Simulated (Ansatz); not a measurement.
The reference is InP in the CsCl type structure (space group Pm-3m, No. 221; a = 3.449 Å; a hypothetical phase, not in the database extracts checked; relaxed with 0.1 eV smearing). Axes: x, y, z lie along the cube axes.

The values are results of PBE/PAW in Ansatz (a first-principles code), no spin-orbit coupling, not measurements.

A first run, uniaxial strain ε_yy = +1.17 %, gives secant values C11 ≈ 66 GPa and C12 ≈ 58 GPa from its stress. A second run applies biaxial strain +1.63 %, plane normal [001], relaxed out of plane.

### Question
What does linear elasticity predict for −ε⊥/ε∥ in the second run, and what does the run give?

### Answer
Linear elasticity: 2 C12/C11 = 1.76. The run gives 1.94; any difference comes from nonlinear terms at these strains and numerical noise.

Whether these cells are dynamically stable was not tested. The final runs are not spin-polarised.
